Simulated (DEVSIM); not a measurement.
Structure: Mo/Al2O3/n-Ge capacitor, at 250 K.

```tsv
layer (left to right)	material	thickness (nm)	Nd (cm⁻³)
1	Al2O3	9.90	-
2	Ge	1300	2e17
```

Metal gate on the left, work function 4.6 eV. Fixed charge at the semiconductor interface 0 cm⁻² (in units of +e); no interface traps.

The device is made up for the run: typed textbook-type constants, with dimensions and the other settings drawn at random. Values at 300 K; Nc and Nv go as T^1.5, mobilities as T to minus their exponent, the gap by Varshni's rule with the affinity fixed.

| parameter | Al2O3 | Ge |
|---|---|---|
| gap (eV) | 6.8 | 0.664 |
| affinity (eV) | 1.35 | 4 |
| permittivity | 9 | 16 |
| Nc (cm⁻³) | - | 1.04e19 |
| Nv (cm⁻³) | - | 6e18 |
| Varshni α (eV/K) | - | 0.000477 |
| Varshni β (K) | - | 235 |

DEVSIM, 1D Poisson equation in equilibrium, Boltzmann statistics, complete ionisation; no quantum confinement or tunnelling. Metal contacts follow the ideal Schottky-Mott rule: no Fermi-level pinning, no interface dipoles.

The temperature was swept, all else fixed.

```csv
temperature (K),minimum of the low-frequency capacitance (μF/cm²),flat-band voltage (V),threshold voltage (band bending 2φF) (V)
250,0.182,0.52,-0.29
300,___,0.50,___
350,0.220,0.47,-0.17
400,0.242,0.45,-0.11
450,0.280,0.42,-0.04
500,0.332,0.40,0.03
```

Task: What belongs in the gaps?

Result: 
- 300, minimum of the low-frequency capacitance (μF/cm²): 0.197
- 300, threshold voltage (band bending 2φF) (V): -0.23
